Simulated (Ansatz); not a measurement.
System: ZrGe₂ (model structure, started from the AlB2 type, P6/mmm, No. 191, 3 atoms in the cell). Method: LDA (plane waves, PAW; Ansatz, a first-principles code).

Numerical settings: plane-wave cutoff 520 eV, 18×18×12 k mesh (along the axes of the cell as run), Fermi–Dirac smearing 0.05 eV, scalar-relativistic PAW data made under PBE.

Cell (relaxed at this level):

```xyz
3
Lattice="4.2806 0.0000 0.0000 -2.1403 3.7071 0.0000 0.0000 0.0000 3.4181" Properties=species:S:1:pos:R:3 pbc="T T T"
Zr     0.0000     0.0000     0.0000
Ge     0.0000     2.4714     1.7091
Ge     2.1403     1.2357     1.7091
```

Predict the bulk modulus B0.


- bulk modulus B0 = 105 GPa

The run finds no gap.

Note: the bulk modulus is −V dP/dV from two relaxed cells at ±2 % in volume; the relaxation could raise the start's symmetry but not lower it, so the cell can be a saddle point.

It cost roughly 2.5 core-minutes of CPU time.

A model structure was made by putting elements into a prototype or built by hand; it is no filed structure, need not be a known phase, and can be a saddle point held by its symmetry.
